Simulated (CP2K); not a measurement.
Worked example: self-consistent single point of InSe (P-6m2, 8 atoms in the cell) in CP2K.

Level of theory: PBEsol, GPW, DZVP-MOLOPT-SR-GTH basis, GTH-PBE potentials (GTH_POTENTIALS) run with CP2K.

```
InSe
1.0
    4.04733     0.00000     0.00000
   -2.02366     3.50509     0.00000
    0.00000     0.00000    18.05206
In Se
4 4
Direct
  0.00000   0.00000   0.57739
  0.00000   0.00000   0.42261
  0.33333   0.66667   0.92261
  0.33333   0.66667   0.07739
  0.66667   0.33333   0.85300
  0.66667   0.33333   0.14700
  0.33333   0.66667   0.64702
  0.33333   0.66667   0.35298
```

Reference input (self-consistent single point, DFT LDA (Pade form), GPW, DZVP-MOLOPT-SR-GTH basis, GTH-PADE potentials (GTH_POTENTIALS)): CUTOFF = 500 Ry; REL_CUTOFF = 40 Ry; SMEAR/METHOD = FERMI_DIRAC; ELECTRONIC_TEMPERATURE = 116.05 K; KPOINTS/SCHEME = MONKHORST-PACK 5 5 1; XC_FUNCTIONAL = PADE; In/BASIS_SET = DZVP-MOLOPT-SR-GTH-q13; In/POTENTIAL = GTH-PADE-q13; Se/BASIS_SET = DZVP-MOLOPT-SR-GTH-q6; Se/POTENTIAL = GTH-PADE-q6; METHOD = GPW; EPS_DEFAULT = 1e-11. This run's input differs from it in these lines:

```diff
@@ -42,3 +42,6 @@
     &XC
-      &XC_FUNCTIONAL PADE
+      &XC_FUNCTIONAL
+        &PBE
+          PARAMETRIZATION PBESOL
+        &END PBE
       &END XC_FUNCTIONAL
@@ -78,3 +81,3 @@
       BASIS_SET DZVP-MOLOPT-SR-GTH-q13
-      POTENTIAL GTH-PADE-q13
+      POTENTIAL GTH-PBE-q13
     &END KIND
@@ -82,3 +85,3 @@
       BASIS_SET DZVP-MOLOPT-SR-GTH-q6
-      POTENTIAL GTH-PADE-q6
+      POTENTIAL GTH-PBE-q6
     &END KIND
```

Output (repeated stretches shortened):

```
 SCF WAVEFUNCTION OPTIMIZATION

  Step     Update method      Time    Convergence         Total energy    Change
     1 NoMix/Diag. 0.40E+00      -     1.16165227      -262.8360849238 -2.63E+02
     2 Broy./Diag. 0.40E+00      -     0.11810187      -263.0052497342 -1.69E-01
     3 Broy./Diag. 0.40E+00      -     0.03531182      -262.8289611007  1.76E-01
     4 Broy./Diag. 0.40E+00      -     0.00738095      -262.6653441695  1.64E-01
     5 Broy./Diag. 0.40E+00      -     0.00189458      -262.6334926285  3.19E-02
     6 Broy./Diag. 0.40E+00      -     0.00077897      -262.6497999766 -1.63E-02
   [... 4 lines left out ...]
    11 Broy./Diag. 0.40E+00      -     0.00000714      -262.6501881882  2.92E-05
    12 Broy./Diag. 0.40E+00      -     0.00000877      -262.6501741785  1.40E-05
    13 Broy./Diag. 0.40E+00      -     0.00000156      -262.6501757526 -1.57E-06
    14 Broy./Diag. 0.40E+00      -     0.00000069      -262.6501876253 -1.19E-05
  *** SCF run converged in    14 steps ***

  Overlap energy of the core charge distribution:               0.00000000185700
  Self energy of the core charge distribution:               -439.45421724063863
  Core Hamiltonian energy:                                    130.01164188055503
  Hartree energy:                                              84.27758200455939
  Exchange-correlation energy:                                -37.48519427161117
  Electronic entropic energy:                                  -0.00000000000001
  Fermi energy:                                                 0.12194775232757

  Total energy:                                              -262.65018762527836
  Total energy (extrapolated to T->0):                       -262.65018762527836

   [... lines left out ...]

 STRESS| Analytical stress tensor [bar]
 STRESS|                        x                   y                   z
 STRESS|      x        5.78629617849E+02   9.61915027643E+00   5.53354714781E-06
 STRESS|      y        9.61915027643E+00   5.89669919000E+02   9.58507499931E-06
 STRESS|      z        5.53354714781E-06   9.58507499931E-06   1.89652194825E+03
 STRESS| 1/3 Trace                                             1.02160716170E+03
```

The run converged in 14 iterations. Against the reference run the pressure goes from -1.80 to 0.10 GPa, the largest force goes from 0.076 to 0.217 eV/Å and the gap on the mesh goes from 0.477 to 0.581 eV.

The starting cell comes from a database of computed structures (which also holds hypothetical and non-ambient phases and stackings), without a prior relaxation at this level. Values carry the incompleteness of an atom-centred basis. The potentials were made for another functional than the one used.

Cost on one core of a shared machine: roughly 50 s.
